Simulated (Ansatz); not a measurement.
# A computed series for Pt: pressure series

Take Pt in the fcc (Cu type) structure (space group Fm-3m, No. 225) as the base.

```xyz
1
Lattice="0.0000 1.9591 1.9591 1.9591 0.0000 1.9591 1.9591 1.9591 0.0000" Properties=species:S:1:pos:R:3 pbc="T T T"
Pt     0.0000     0.0000     0.0000
```

Cell and atoms are relaxed at each pressure.

Method: PBEsol (Ansatz, a program for electronic structure; PAW; 420 eV plane waves; no spin-orbit coupling).

Notes on the quantities. enthalpy: H = E + PV relative to the base's energy.

| variant | shortest interatomic distance | enthalpy |
|---|---|---|
| base | 2.771 Å | – |
| pressure −2 GPa | 2.777 Å | -0.19 eV/atom |
| pressure −1 GPa | 2.774 Å | -0.09 eV/atom |
| pressure 0.9 GPa | 2.768 Å | +0.08 eV/atom |
| pressure 2.1 GPa | 2.764 Å | +0.20 eV/atom |
| pressure 4.5 GPa | 2.757 Å | +0.42 eV/atom |
| pressure 9 GPa | 2.744 Å | +0.83 eV/atom |
| pressure 15 GPa | 2.728 Å | +1.37 eV/atom |
| pressure 22.5 GPa | 2.711 Å | +2.04 eV/atom |
| pressure 30 GPa | 2.695 Å | +2.69 eV/atom |

Load acts through the strain it causes; cell and atoms are relaxed under it. No phonon test of stability was made. Competing high-pressure phases were not computed. The final runs are not spin-polarised.
